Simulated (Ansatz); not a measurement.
# Response to strain in SnO2

The reference is SnO2 in the rutile structure (space group P4_2/mnm, No. 136).

```
SnO2
1.0
    4.72236     0.00000     0.00000
    0.00000     4.72236     0.00000
    0.00000     0.00000     3.19034
Sn O
2 4
Direct
  0.00000   0.00000   0.00000
  0.50000   0.50000   0.50000
  0.30607   0.30607   0.00000
  0.80607   0.19393   0.50000
  0.19393   0.80607   0.50000
  0.69393   0.69393   0.00000
```

Cartesian axes are those of the cell as printed.

Strains are applied to the cell and any free atomic positions relax.

Method: LDA (Ansatz, a program for electronic structure, PAW, no spin-orbit coupling).

Notes on the quantities. energy relative to the base: free energy F.

| variant | energy relative to the base | electron mass | band gap | hole mass | shortest interatomic distance |
|---|---|---|---|---|---|
| base | 0 meV/atom | 0.18 mₑ along c, 0.20 mₑ across (at Γ) | 1.16 eV | 1.7 mₑ along c, 1.2 mₑ across (at Γ) | 204.4 pm |
| uniaxial strain ε_zz = −3.00 % | +15 meV/atom | 0.20 mₑ along z, 0.24 mₑ across (at Γ) | 1.58 eV | – | 202.5 pm |
| uniaxial strain ε_zz = −2.40 % | +9.7 meV/atom | 0.20 mₑ along z, 0.23 mₑ across (at Γ) | 1.50 eV | 1.7 mₑ along z, 1.2 mₑ across (at Γ) | 203.1 pm |
| uniaxial strain ε_zz = −1.80 % | +5.4 meV/atom | 0.19 mₑ along z, 0.23 mₑ across (at Γ) | 1.41 eV | 1.6 mₑ along z, 1.2 mₑ across (at Γ) | 203.6 pm |
| uniaxial strain ε_zz = −1.20 % | +2.3 meV/atom | 0.19 mₑ along z, 0.22 mₑ across (at Γ) | 1.33 eV | 1.7 mₑ along z, 1.2 mₑ across (at Γ) | 204.0 pm |
| uniaxial strain ε_zz = −0.60 % | +0.6 meV/atom | 0.19 mₑ along z, 0.21 mₑ across (at Γ) | 1.25 eV | 1.7 mₑ along z, 1.2 mₑ across (at Γ) | 204.2 pm |

Masses are band curvatures over ±0.01 Å⁻¹ around the edge. No phonon test of stability was made.
